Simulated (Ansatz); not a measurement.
Ca₃P₂ (model structure, started from the A-La2O3 type, P-3m1, No. 164, 5 atoms in the cell) was calculated with G0W0@PBEsol (hard PAW, contour deformation; Ansatz, an electronic-structure program).

The cell is the one relaxed with PBEsol. Conventional cell: a = 4.6829 Å, b = 4.6829 Å, c = 6.6692 Å, α = 90.00°, β = 90.00°, γ = 120.00°.

One run with a 9×9×4 mesh, response cutoff 70 eV and 309 empty bands, not extrapolated in mesh or basis; no spin–orbit coupling.

Highest filled and lowest empty level by k point (fractions of the reciprocal vectors of the cell (4.683 0.000 0.000) (-2.341 4.056 -0.000) (0.000 -0.000 6.669) Å; eV from the valence maximum of each method):

```json
[
 {"k": "0 0 0", "PBEsol filled": "0.00", "PBEsol empty": "1.76", "QP filled": "0.00", "QP empty": "2.99"},
 {"k": "0 0.222 0", "PBEsol filled": "-0.31", "PBEsol empty": "1.82", "QP filled": "-0.32", "QP empty": "2.87"},
 {"k": "0 0.444 0.25", "PBEsol filled": "-0.74", "PBEsol empty": "1.56", "QP filled": "-0.80", "QP empty": "2.49"},
 {"k": "0.111 0.222 0", "PBEsol filled": "-0.51", "PBEsol empty": "1.66", "QP filled": "-0.54", "QP empty": "2.68"},
 {"k": "0.111 0.333 0.25", "PBEsol filled": "-0.64", "PBEsol empty": "1.66", "QP filled": "[?]", "QP empty": "[?]"},
 {"k": "0.222 0.333 0", "PBEsol filled": "-1.04", "PBEsol empty": "1.11", "QP filled": "[?]", "QP empty": "[?]"},
 {"k": "0.222 0.333 -0.5", "PBEsol filled": "-0.62", "PBEsol empty": "1.77", "QP filled": "-0.65", "QP empty": "2.69"},
 {"k": "0.222 0.333 -0.25", "PBEsol filled": "-0.78", "PBEsol empty": "1.37", "QP filled": "-0.84", "QP empty": "2.28"}
]
```

Task: Estimate the withheld levels to about 0.1 eV.

Result: 
- 0.111 0.333 0.25, QP filled: -0.69
- 0.111 0.333 0.25, QP empty: 2.62
- 0.222 0.333 0, QP filled: -1.14
- 0.222 0.333 0, QP empty: 1.99

Note: the relaxation could raise the start's symmetry but not lower it, so the cell can be a saddle point.

A model structure was made by putting elements into a prototype or built by hand; it is no filed structure, need not be a known phase, and can be a saddle point held by its symmetry.
